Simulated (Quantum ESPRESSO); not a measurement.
Input and output of a self-consistent single point for TaNiGe (Pnma, 12 atoms in the cell) (Quantum ESPRESSO).

Computed with LDA (PZ), PSlibrary ultrasoft (LDA) pseudopotentials (plane waves; Quantum ESPRESSO).

```
TaNiGe
1.0
    6.26086     0.00000     0.00000
    0.00000     3.75180     0.00000
    0.00000     0.00000     7.15152
Ta Ni Ge
4 4 4
Direct
  0.51444   0.25000   0.32314
  0.48556   0.75000   0.67686
  0.98556   0.75000   0.82314
  0.01444   0.25000   0.17686
  0.83636   0.75000   0.42594
  0.16364   0.25000   0.57406
  0.66364   0.25000   0.92594
  0.33636   0.75000   0.07406
  0.71453   0.75000   0.11298
  0.28547   0.25000   0.88702
  0.78547   0.25000   0.61298
  0.21453   0.75000   0.38702
```

Reference input (self-consistent single point, DFT, LDA (PZ), plane waves, PSlibrary ultrasoft (LDA) pseudopotentials): ecutwfc = 50 Ry; ecutrho = 300 Ry; occupations = smearing; smearing = gauss; degauss = 0.0147 Ry; K_POINTS = automatic 4 6 3 1 1 1; conv_thr = 1e-11 Ry. This run's input differs from it in these lines:

```diff
@@ -12,4 +12,4 @@
   ntyp = 3
-  ecutwfc = 50
-  ecutrho = 300
+  ecutwfc = 100
+  ecutrho = 600
   occupations = 'smearing'
```

Log, with long lists cut:

```
     Self-consistent Calculation

     iteration #  1     ecut=   100.00 Ry     beta= 0.70

     total energy              =   -1007.80421261 Ry
     estimated scf accuracy    <       2.96320551 Ry

     iteration #  2     ecut=   100.00 Ry     beta= 0.70

     total energy              =    -997.45365013 Ry
     estimated scf accuracy    <     194.18855790 Ry

     iteration #  3     ecut=   100.00 Ry     beta= 0.70

     total energy              =   -1009.97188550 Ry
     estimated scf accuracy    <       0.42078083 Ry

   [... 11 blocks of this kind left out ...]

     iteration # 15     ecut=   100.00 Ry     beta= 0.70

     total energy              =   -1009.97741440 Ry
     estimated scf accuracy    <          1.4E-10 Ry

     iteration # 16     ecut=   100.00 Ry     beta= 0.70
     End of self-consistent calculation

     the Fermi energy is    15.3347 ev

!    total energy              =   -1009.97741440 Ry
     estimated scf accuracy    <          5.1E-12 Ry
     smearing contrib. (-TS)   =      -0.00962161 Ry
     internal energy E=F+TS    =   -1009.96779279 Ry

     convergence has been achieved in  16 iterations

     Forces acting on atoms (cartesian axes, Ry/au):

     atom    1 type  1   force =     0.00050930    0.00000000    0.00106570
     atom    2 type  1   force =    -0.00050930   -0.00000000   -0.00106570
     atom    3 type  1   force =    -0.00050930    0.00000000    0.00106570
     atom    4 type  1   force =     0.00050930    0.00000000   -0.00106570
     atom    5 type  2   force =    -0.00310037   -0.00000000   -0.00103408
   [... lines left out ...]

     Total force =     0.009837     Total SCF correction =     0.000003

          total   stress  (Ry/bohr**3)                   (kbar)     P=      -68.92
  -0.00048686   0.00000000   0.00000000          -71.62        0.00        0.00
   0.00000000  -0.00046430   0.00000000            0.00      -68.30        0.00
   0.00000000   0.00000000  -0.00045436            0.00        0.00      -66.84

   JOB DONE.
```

The run converged in 16 iterations. Against the reference run the free energy drops by 12.4 meV/atom, the pressure goes from -7.37 to -6.89 GPa and the largest force stays at 0.089 eV/Å. The full log also holds: “c_bands:  1 eigenvalues not converged”.

The starting cell comes from a database of computed structures (which also holds hypothetical and non-ambient phases and stackings), without a prior relaxation at this level. Spin-orbit coupling is off. Spin polarisation is off.

Cost on one core of a shared machine: roughly 9 min.
